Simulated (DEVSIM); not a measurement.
Structure: Pt/Al2O3/p-InP capacitor, at 250 K.

```csv
layer (left to right),material,thickness (nm),Na (cm⁻³)
1,Al2O3,5.60,-
2,InP,640,9.5e17
```

Metal gate on the left, work function 5.6 eV. Fixed charge at the semiconductor interface -1.9e11 cm⁻² (in units of +e); no interface traps.

This is a model device: material constants are rounded textbook-type values typed into the input, and sizes, dopings and lifetimes were drawn at random. Values at 300 K; Nc and Nv go as T^1.5, mobilities as T to minus their exponent, the gap by Varshni's rule with the affinity fixed.

```csv
parameter,Al2O3,InP
gap (eV),6.8,1.344
affinity (eV),1.35,4.38
permittivity,9,12.5
Nc (cm⁻³),-,5.7e17
Nv (cm⁻³),-,1.1e19
Varshni α (eV/K),-,0.000363
Varshni β (K),-,162
```

DEVSIM, 1D Poisson equation in equilibrium, Boltzmann statistics, complete ionisation; no quantum confinement or tunnelling. Metal contacts follow the ideal Schottky-Mott rule: no Fermi-level pinning, no interface dipoles.

Task: Tabulate band edges, carrier densities and field at 1.2 V on the gate.

Result: Energies count from the Fermi level of the right contact; mesh points crowd at the junctions.

```json
[
 {"x (μm)": "0.000", "Ec (eV)": "3.050", "Ev (eV)": "-3.750", "n (cm⁻³)": "< 1e2", "p (cm⁻³)": "< 1e2", "field (V/cm)": "720000"},
 {"x (μm)": "0.0008542", "Ec (eV)": "3.111", "Ev (eV)": "-3.689", "n (cm⁻³)": "< 1e2", "p (cm⁻³)": "< 1e2", "field (V/cm)": "720000"},
 {"x (μm)": "0.002149", "Ec (eV)": "3.204", "Ev (eV)": "-3.596", "n (cm⁻³)": "< 1e2", "p (cm⁻³)": "< 1e2", "field (V/cm)": "720000"},
 {"x (μm)": "0.003656", "Ec (eV)": "3.312", "Ev (eV)": "-3.488", "n (cm⁻³)": "< 1e2", "p (cm⁻³)": "< 1e2", "field (V/cm)": "720000"},
 {"x (μm)": "0.005190", "Ec (eV)": "3.422", "Ev (eV)": "-3.377", "n (cm⁻³)": "< 1e2", "p (cm⁻³)": "< 1e2", "field (V/cm)": "720000"},
 {"x (μm)": "0.005961", "Ec (eV)": "0.439", "Ev (eV)": "-0.920", "n (cm⁻³)": "6.0e8", "p (cm⁻³)": "< 1e2", "field (V/cm)": "480000"},
 {"x (μm)": "0.007334", "Ec (eV)": "0.504", "Ev (eV)": "-0.855", "n (cm⁻³)": "2.9e7", "p (cm⁻³)": "< 1e2", "field (V/cm)": "470000"},
 {"x (μm)": "0.01095", "Ec (eV)": "0.664", "Ev (eV)": "-0.696", "n (cm⁻³)": "18000", "p (cm⁻³)": "79000", "field (V/cm)": "420000"},
 {"x (μm)": "0.01682", "Ec (eV)": "0.884", "Ev (eV)": "-0.476", "n (cm⁻³)": "< 1e2", "p (cm⁻³)": "2.1e9", "field (V/cm)": "330000"},
 {"x (μm)": "0.02718", "Ec (eV)": "1.157", "Ev (eV)": "-0.203", "n (cm⁻³)": "< 1e2", "p (cm⁻³)": "6.9e14", "field (V/cm)": "190000"},
 {"x (μm)": "0.04765", "Ec (eV)": "1.310", "Ev (eV)": "-0.050", "n (cm⁻³)": "< 1e2", "p (cm⁻³)": "8.4e17", "field (V/cm)": "6800"},
 {"x (μm)": "0.1017", "Ec (eV)": "1.313", "Ev (eV)": "-0.047", "n (cm⁻³)": "< 1e2", "p (cm⁻³)": "9.5e17", "field (V/cm)": "≈ 0"},
 {"x (μm)": "0.1891", "Ec (eV)": "1.313", "Ev (eV)": "-0.047", "n (cm⁻³)": "< 1e2", "p (cm⁻³)": "9.5e17", "field (V/cm)": "≈ 0"},
 {"x (μm)": "0.3363", "Ec (eV)": "1.313", "Ev (eV)": "-0.047", "n (cm⁻³)": "< 1e2", "p (cm⁻³)": "9.5e17", "field (V/cm)": "≈ 0"},
 {"x (μm)": "0.5133", "Ec (eV)": "1.313", "Ev (eV)": "-0.047", "n (cm⁻³)": "< 1e2", "p (cm⁻³)": "9.5e17", "field (V/cm)": "≈ 0"},
 {"x (μm)": "0.5741", "Ec (eV)": "1.313", "Ev (eV)": "-0.047", "n (cm⁻³)": "< 1e2", "p (cm⁻³)": "9.5e17", "field (V/cm)": "≈ 0"},
 {"x (μm)": "0.6085", "Ec (eV)": "1.313", "Ev (eV)": "-0.047", "n (cm⁻³)": "< 1e2", "p (cm⁻³)": "9.5e17", "field (V/cm)": "≈ 0"},
 {"x (μm)": "0.6259", "Ec (eV)": "1.313", "Ev (eV)": "-0.047", "n (cm⁻³)": "< 1e2", "p (cm⁻³)": "9.5e17", "field (V/cm)": "≈ 0"},
 {"x (μm)": "0.6378", "Ec (eV)": "1.313", "Ev (eV)": "-0.047", "n (cm⁻³)": "< 1e2", "p (cm⁻³)": "9.5e17", "field (V/cm)": "≈ 0"},
 {"x (μm)": "0.6419", "Ec (eV)": "1.313", "Ev (eV)": "-0.047", "n (cm⁻³)": "< 1e2", "p (cm⁻³)": "9.5e17", "field (V/cm)": "≈ 0"},
 {"x (μm)": "0.6441", "Ec (eV)": "1.313", "Ev (eV)": "-0.047", "n (cm⁻³)": "< 1e2", "p (cm⁻³)": "9.5e17", "field (V/cm)": "≈ 0"},
 {"x (μm)": "0.6456", "Ec (eV)": "1.313", "Ev (eV)": "-0.047", "n (cm⁻³)": "< 1e2", "p (cm⁻³)": "9.5e17", "field (V/cm)": "≈ 0"}
]
```
